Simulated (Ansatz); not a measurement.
Take ZrN in the rock salt structure (space group Fm-3m, No. 225; relaxed with 0.1 eV smearing) as the base.

```
CELL_PARAMETERS angstrom
      0.00000     2.27655     2.27655
      2.27655     0.00000     2.27655
      2.27655     2.27655     0.00000
ATOMIC_POSITIONS crystal
  N  0.00000 0.00000 0.00000
  Zr 0.50000 0.50000 0.50000
```

Cartesian axes are those of the cell as printed.

All numbers come from PBEsol (Ansatz, a first-principles code, PAW, no spin-orbit coupling), earlier PAW set.

For the base:

The shortest interatomic distance comes out as 2.277 Å.

Now apply this change: the cell is stretched by 2.16 % along y with no lateral relaxation; the atoms relax in the strained cell.

**Question.** What does the calculation give for the stress, energy relative to the base and shortest interatomic distance after the change?

**Answer.** The stress (xx, yy, zz, yz, xz, xy; compression positive) amounts to (-2.3, -11.1, -2.3, 0.0, 0.0, 0.0) GPa; the energy increases by 9.2 meV/atom; the shortest interatomic distance remains 2.277 Å.

Stability against distortions was not tested. The final runs are not spin-polarised. An odd electron count without spin: ZrN.
